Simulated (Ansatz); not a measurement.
Checking a run of Ansatz (a first-principles code) on Lu2ZnO4 (Fd-3m, 14 atoms in the cell). The aim is a self-consistent single point with DFT, PBE, plane waves, default PAW files.

Cell that was meant: a = 6.2958 Å, b = 6.2958 Å, c = 6.2958 Å, α = 60.00°, β = 60.00°, γ = 60.00°.

Part of the input:

Ansatz 0.2 input:
```yaml
    - { symbol: O, position_ang: [5.454315, 7.901010, 5.454315] }
    - { symbol: O, position_ang: [5.454315, 5.454315, 7.901010] }
basis:
  ecutwfc: 9.2 Ry
kpoints:
  mp_grid:
    grid: [5, 5, 5]
```

Output, abridged:

```
   [... lines left out ...]
Symmetry: 48 space group operations
Space group: Fd-3m (ITA 227), of the structure as read, at distance tolerance 5.6e-5 Å
k-points: 10 of 125
Initial density: superposition of atomic densities (neutral atoms: chi_scale 0, normalization atom), corrected by the library's trained network
Initial wavefunctions: pseudopotential atomic-orbital guess
Eigensolver: davidson
Functional: x = pbe(κ = 0.804, μ = 0.2195149727645171), c = pbe(β = 0.06672455060314922)
SCF iter   1: F=—  HF=-69600.520822 eV  |F-HF|=—  |Δ(HF+E_count)|=         —  Δρ=5.96e-1  dr2=3.54e2  ethr=1.77e-3  ⟨swp⟩=5.7  Hψ=3479  notcnv=0  defer=38
all-band conjugate gradients solve this SCF's bands
preconditioner: auto → Resta (q_TF=auto, 2.717 Å⁻¹)
   [... lines left out ...]
SCF iter  11: F=—  HF=-69293.064575 eV  |F-HF|=—  |Δ(HF+E_count)|=   2.50e-7  S|Δr|=    0.00e0  Δρ=3.80e-5  dr2=4.35e-6  ethr=4.22e-9  ⟨swp⟩=2.0  Hψ=1164  notcnv=0  defer=117
SCF iter  12: F=—  HF=-69293.064574 eV  |F-HF|=—  |Δ(HF+E_count)|=   7.85e-7  S|Δr|=    0.00e0  Δρ=1.51e-5  dr2=6.86e-7  ethr=2.53e-9  ⟨swp⟩=2.0  Hψ=1120  notcnv=0  defer=117
SCF iter  13: F=-69293.064574 eV  HF=-69293.064574 eV  |F-HF|=1.41e-8  |Δ(HF+E_count)|=   1.42e-7  S|Δr|=    0.00e0  Δρ=2.92e-6  dr2=2.24e-8  ethr=5.81e-11  ⟨swp⟩=9.4  Hψ=4096  notcnv=0
SCF 1 converged in 13 iterations: F = -69293.064574 eV  dr2 = 2.24e-8
Stability not checked (fill_not_monotonic)
Free energy (F): -69293.064574 eV
Internal energy: -69293.066837 eV  (E = F + TS)
E sigma→0 (E₀):  -69293.065328 eV
Entropy (-TS):   0.002263 eV (0.162 meV/atom)
Fermi energy:    12.391867 eV
--- Forces (eV/Å), atoms counted from 1 ---
  atom   1  Lu     0.00000000    -0.00000000    -0.00000000
  atom   2  Lu     0.00000000     0.00000000     0.00000000
  atom   3  Lu     0.00000000    -0.00000000     0.00000000
   [... lines left out ...]
  atom  14  O      3.27668271     3.27668271    -3.27668271
--- Stress (GPa, compression-positive) ---
      134.254353      -0.000000       0.000000
       -0.000000     134.254353       0.000000
       -0.000000      -0.000000     134.254353
  P = ⅓ Tr σ = 134.2544 GPa (1342.544 kbar)
  The stress holds the Pulay correction. Without it, at fixed plane waves, as pw.x and ABINIT print it: P = -2031.8136 GPa
```

Problem. Is this run sound? If not, what is wrong?

Solution. The run is not sound. The fault is a basis or grid far too coarse for these potentials. Far below the cutoff that the potentials were made for, the basis cannot represent the orbitals near the nuclei, and energies, forces and above all the stress go wrong. To fix it, restore the cutoff that the potentials need and check convergence. The run converged in 13 iterations without an error; against the sound input the free energy goes up by 59.4 eV/atom, the pressure goes from 23.09 to 134.3 GPa, the largest force goes from 2.703 to 5.675 eV/Å and no clean gap remains on the mesh (levels overlap or are partly filled), against 2.00 eV before. At a fixed set of plane waves, without the program's Pulay estimate, the pressure is -2031.81 GPa against 22.41 GPa.

An input that runs soundly differs in these lines (not the only fix; some lines may just follow from the change or write a value another way):
```diff
-  ecutwfc: 9.2 Ry
+  ecutwfc: 30.9 Ry
```

With that input, the run converged in 9 iterations: free energy E − TS (on the zero of these files) -70124.5723 eV; top of the valence band (on the code's own zero) 11.59 eV; gap on the k-point mesh 2.00 eV; pressure 23.09 GPa; largest force (vector length) 2.703 eV/Å (DFT, PBE, plane waves, default PAW files).

On the sound input: the starting cell was generated: these elements placed on a structure prototype, without a prior relaxation; it need not be a known phase or ordering of this composition. Spin-orbit coupling is off. With a pressure of about 23 GPa the cell is away from its equilibrium volume at this level. Forces in this geometry exceed 1 eV/Å. Ansatz's pressure includes its estimate of the finite-basis (Pulay) stress. Without the estimate this run gives 22.41 GPa.
